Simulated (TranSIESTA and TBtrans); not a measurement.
System: Si chain with one Ru atom in place of Si. Leads: straight Si chain, spacing 2.137 Å. Geometry: 3 atoms about the centre moved by SIESTA (PBE, DZP) to a largest force of 0.00 eV/Å, all others as built, motion along the axis alone. Transport runs along z; the first 6 and the last 6 of the 21 atoms are the lead cells, repeated to infinity.

```xyz
21
Lattice="9.000 0.000 0.000 0.000 9.000 0.000 0.000 0.000 44.990" Properties=species:S:1:pos:R:3 pbc="F F T"
Si     4.500     4.500     0.000
Si     4.500     4.500     2.137
Si     4.500     4.500     4.274
Si     4.500     4.500     6.411
Si     4.500     4.500     8.548
Si     4.500     4.500    10.685
Si     4.500     4.500    12.822
Si     4.500     4.500    14.959
Si     4.500     4.500    17.096
Si     4.500     4.500    19.227
Ru     4.500     4.500    21.427
Si     4.500     4.500    23.626
Si     4.500     4.500    25.757
Si     4.500     4.500    27.894
Si     4.500     4.500    30.031
Si     4.500     4.500    32.168
Si     4.500     4.500    34.305
Si     4.500     4.500    36.442
Si     4.500     4.500    38.579
Si     4.500     4.500    40.716
Si     4.500     4.500    42.853
```
Starting moments (μB): atom 11 +1.5.

Run with TranSIESTA and TBtrans (open boundaries, self-consistent; PseudoDojo norm-conserving potentials, scalar-relativistic): Spin polarized, PAO.BasisSize DZP, PAO.EnergyShift 0.15 eV, XC.Authors PBE, Mesh.Cutoff 200 Ry, ElectronicTemperature 300 K, TS.Voltage 0.0 eV, TBT.Elecs.Eta 0.001 eV.

Energies count from the leads' Fermi level. Transmissions are for each spin. The energy step is 0.01 eV; narrower resonances are cut or missed.

| E (eV) | T up | T down |
|---|---|---|
| -0.20 | 1.34 | 2.62 |
| -0.15 | 1.36 | 2.44 |
| -0.10 | 1.37 | 2.25 |
| -0.05 | 1.38 | 2.10 |
| 0.00 | 1.39 | 1.99 |
| 0.05 | 1.40 | 1.92 |
| 0.10 | 1.41 | 1.87 |
| 0.15 | 1.42 | 1.84 |
| 0.20 | 1.43 | 1.82 |

**Question.** Give the zero-bias conductance in μS and the resistance at 300 K.

**Answer.** At the Fermi level the mean of both spins is (1.39 + 1.99)/2 = 1.69. Averaged with −∂f/∂E over the full grid (kT = 25.9 meV) it is 1.70. With G0 = 2e²/h = 77.48 μS, G = 132 μS and R = 1/G = 7.58 kΩ.

**Question.** The eigenchannels at the Fermi level (both spins) transmit 0.662, 0.662, 0.0700, 0.895, 0.895, 0.200. What Fano factor of the shot noise follows at low temperature and bias?

**Answer.** F = Σ τ(1 − τ)/Σ τ = 0.861/3.38 = 0.25.

Moments were seeded on the central atoms alone, and one start was tried. The straight chain is held at its spacing; free chains may zigzag or dimerise.
